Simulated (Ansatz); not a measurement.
GaAlAs2 (R3m), Ansatz (an electronic-structure program) with PBEsol, rigid bands: N_c = 4.53e17 cm⁻³ at 300 K and an electron conductivity mass of 0.0628 mₑ along y (a = (2.00, 1.16, 6.54) Å; b = (-2.00, 1.16, 6.54) Å; c = (0.00, -2.31, 6.54) Å).

**Question.** For 1e16 electrons per cm³ at 300 K, place the Fermi level, estimate the Seebeck coefficient of a parabolic band with constant τ, and give mobility and conductivity for τ = 5 fs.

**Answer.** The level lies k_BT ln(N_c/n) = 0.099 eV below the conduction-band minimum. S ≈ −(k_B/e)[ln(N_c/n) + 5/2] = -544 μV/K, against -538 μV/K from the full bands (mean over directions). μ = eτ/m = 140 cm²/(V·s) and σ = neμ = 0.224 S/cm. τ is assumed, not computed.

Band transport and this doping are assumed; polarons and phonon drag are left out. Spin-orbit coupling is left out.

Computed structure, not matched to a measured one here, so possibly hypothetical: GaAlAs2 (R3m).
